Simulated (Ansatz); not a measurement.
A self-consistent single point of CdHClO (P3m1, 8 atoms in the cell) with Ansatz (an electronic-structure program).

Method: LDA (PW92), default PAW files made with PBE (plane waves; Ansatz).

The change in words: lattice scaled by 0.98; basis.ecutrho_ratio: default → 12. Reference geometry:
```
CdHClO
1.0
    3.75361     0.00000     0.00000
   -1.87681     3.25073     0.00000
    0.00000     0.00000    10.47164
Cd H Cl O
2 2 2 2
Direct
  0.66667   0.33333   0.49696
  0.33333   0.66667   0.99219
  0.00000   0.00000   0.31842
  0.00000   0.00000   0.81842
  0.66667   0.33333   0.15574
  0.33333   0.66667   0.65574
  0.00000   0.00000   0.41324
  0.00000   0.00000   0.91324
```

Reference input (self-consistent single point, DFT, LDA (PW92), plane waves, default PAW files made with PBE): basis.ecutwfc = 420 eV; kpoints.mp_grid.grid = 8 8 3; hamiltonian.xc = lda; hamiltonian.pseudopotentials = {kind: paw} (the program's default PAW files); scf.occupations.method = fixed. This run's input differs from it in these lines:

Ansatz 0.2 input:
```diff
@@ -3,16 +3,17 @@
   lattice:
-    - [3.753615, 0.000000, 0.000000]
-    - [-1.876807, 3.250726, 0.000000]
-    - [0.000000, 0.000000, 10.471638]
+    - [3.678543, 0.000000, 0.000000]
+    - [-1.839271, 3.185711, 0.000000]
+    - [0.000000, 0.000000, 10.262205]
   atoms:
-    - { symbol: Cd, position_ang: [1.876810, 1.083574, 5.204038] }
-    - { symbol: Cd, position_ang: [-0.000002, 2.167152, 10.389855] }
-    - { symbol: H, position_ang: [0.000000, 0.000000, 3.334379] }
-    - { symbol: H, position_ang: [0.000000, 0.000000, 8.570198] }
-    - { symbol: Cl, position_ang: [1.876810, 1.083574, 1.630853] }
-    - { symbol: Cl, position_ang: [-0.000002, 2.167152, 6.866672] }
-    - { symbol: O, position_ang: [0.000000, 0.000000, 4.327300] }
-    - { symbol: O, position_ang: [0.000000, 0.000000, 9.563119] }
+    - { symbol: Cd, position_ang: [1.839274, 1.061903, 5.099957] }
+    - { symbol: Cd, position_ang: [-0.000002, 2.123808, 10.182057] }
+    - { symbol: H, position_ang: [0.000000, 0.000000, 3.267691] }
+    - { symbol: H, position_ang: [0.000000, 0.000000, 8.398794] }
+    - { symbol: Cl, position_ang: [1.839274, 1.061903, 1.598236] }
+    - { symbol: Cl, position_ang: [-0.000002, 2.123808, 6.729338] }
+    - { symbol: O, position_ang: [0.000000, 0.000000, 4.240754] }
+    - { symbol: O, position_ang: [0.000000, 0.000000, 9.371856] }
 basis:
   ecutwfc: 420.0
+  ecutrho_ratio: 12
 kpoints:
```

Output (repeated stretches shortened):

```
SCF iter   1: F=—  HF=-19469.413207 eV  |F-HF|=—  |Δ(HF+E_count)|=         —  Δρ=1.23e-2  dr2=1.64e-1  ethr=1.77e-3  ⟨swp⟩=5.0  Hψ=3390  notcnv=0  defer=150
all-band conjugate gradients solve this SCF's bands
preconditioner: auto → Resta (q_TF=auto, 2.481 Å⁻¹)
SCF iter   2: F=—  HF=-19469.367324 eV  |F-HF|=—  |Δ(HF+E_count)|=   4.59e-2  Δρ=4.83e-3  dr2=2.14e-2  ethr=2.41e-4  ⟨swp⟩=2.7  Hψ=1851  notcnv=0  defer=150
   [... lines left out ...]
SCF iter   6: F=—  HF=-19469.360236 eV  |F-HF|=—  |Δ(HF+E_count)|=   1.97e-5  Δρ=5.19e-5  dr2=3.97e-6  ethr=4.70e-8  ⟨swp⟩=2.9  Hψ=1683  notcnv=0  defer=86
SCF iter   7: F=—  HF=-19469.360238 eV  |F-HF|=—  |Δ(HF+E_count)|=   1.88e-6  Δρ=2.71e-5  dr2=8.02e-7  ethr=5.83e-9  ⟨swp⟩=2.0  Hψ=1614  notcnv=0  defer=86
SCF iter   8: F=—  HF=-19469.360238 eV  |F-HF|=—  |Δ(HF+E_count)|=   2.43e-8  Δρ=1.62e-5  dr2=2.65e-7  ethr=1.18e-9  ⟨swp⟩=2.1  Hψ=1616  notcnv=0  defer=86
SCF iter   9: F=-19469.360238 eV  HF=-19469.360238 eV  |F-HF|=1.21e-8  |Δ(HF+E_count)|=   8.12e-9  Δρ=5.67e-6  dr2=3.53e-8  ethr=1.47e-10  ⟨swp⟩=11.3  Hψ=4968  notcnv=0
SCF 1 converged in 9 iterations: F = -19469.360238 eV  dr2 = 3.53e-8
Free energy (F): -19469.360238 eV
Internal energy: -19469.360238 eV  (E = F + TS)
E sigma→0 (E₀):  -19469.360238 eV
Fermi energy:    4.949461 eV
--- Forces (eV/Å), atoms counted from 1 ---
  atom   1  Cd    -0.00000000     0.00000000    -0.39478762
  atom   2  Cd    -0.00000000     0.00000000     0.04882194
  atom   3  H     -0.00000000     0.00000000    -0.47412591
  atom   4  H     -0.00000000     0.00000000    -0.47214084
  atom   5  Cl    -0.00000000     0.00000000    -0.22186410
  atom   6  Cl     0.00000000     0.00000000    -0.03927552
  atom   7  O      0.00000000    -0.00000000     0.90195843
  atom   8  O      0.00000000    -0.00000000     0.65146659
--- Stress (GPa, compression-positive) ---
       -4.409246      -0.000000       0.000000
        0.000000      -4.409246      -0.000000
        0.000000      -0.000000      -1.842236
  P = ⅓ Tr σ = -3.5536 GPa (-35.536 kbar)
  The stress holds the Pulay correction. Without it, at fixed plane waves, as pw.x and ABINIT print it: P = -3.9054 GPa
```

The run converged in 9 iterations. Against the reference run the free energy falls by 32.6 meV/atom, the pressure goes from -7.34 to -3.55 GPa, the largest force goes from 0.512 to 0.902 eV/Å and the gap on the mesh goes from 2.131 to 2.302 eV.

The starting cell comes from a database of computed structures (which also holds hypothetical and non-ambient phases and stackings), without a prior relaxation at this level. Its lattice was rescaled by up to half a per cent. One atom was moved a little off its site on purpose. For this run, on top of that: lattice scaled by 0.98. Ansatz's pressure includes its estimate of the finite-basis (Pulay) stress.
